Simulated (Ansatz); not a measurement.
The starting structures come from a database of crystals and need not be the phases stable at ambient conditions.

By PBEsol, the system below comes out a metal.

Input:

```
Hf
1.0
    3.53498     0.00000     0.00000
    0.00000     3.53498     0.00000
    1.76749    -1.76749     1.76749
Hf
1
Direct
  0.00000   0.00000   0.00000
```

Space group of this cell: Im-3m, bcc (W type). The cell is taken as given; by PBEsol its mean pressure is -3.8 GPa.

Level of theory: PBEsol (plane waves, PAW; Ansatz, a first-principles code).

Varied: the period of the mesh across the current. Costs are rough processor-time ratios of whole runs on one shared host; the tightest setting serves as the reference and is not exact either. The current runs along the normal of (001).

```tsv
setting	rough cost against the tightest	ballistic conductance per area (both spins) (× 10¹⁵ S/m²)
8×8	about 1/8	1.39
12×12	about 1/6	1.42
20×20	about 1/4	1.44
32×32	about 1/2	1.45
58×58	1	?
```

Q: Estimate from the trend what the tightest setting gives. Which is the loosest setting from which on the ballistic conductance per area (both spins) stays within 0.029 × 10¹⁵ S/m² of that, and at what cost?

A: The tightest setting gives 1.46 × 10¹⁵ S/m². 20×20 suffices; its cost against the tightest setting's is about 1/4. The loosest setting misses by 0.063 × 10¹⁵ S/m².
